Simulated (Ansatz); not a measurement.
A computed series for BeTe: response to strain

Take BeTe in the zinc blende structure (space group F-43m, No. 216; a = 5.604 Å) as the base.

Strains are applied to the cell and any free atomic positions relax.

Computed with PBEsol (Ansatz, an electronic-structure program), scalar-relativistic without spin-orbit coupling.

Candidates:
(a) isotropic strain −2.50 %
(b) isotropic strain +2.50 %
(c) isotropic strain +2.00 %
(d) isotropic strain +1.00 %
(e) isotropic strain +1.50 %

Before the change:

- Band gap: 1.84 eV

**Question.** Order them by band gap, lowest first.

**Answer.** (a) isotropic strain −2.50 % (1.64 eV), (d) isotropic strain +1.00 % (1.91 eV), (e) isotropic strain +1.50 % (1.94 eV), (c) isotropic strain +2.00 % (1.98 eV), (b) isotropic strain +2.50 % (2.01 eV)

With Te present, leaving out spin-orbit coupling can change the band edges. No phonon test of stability was made.
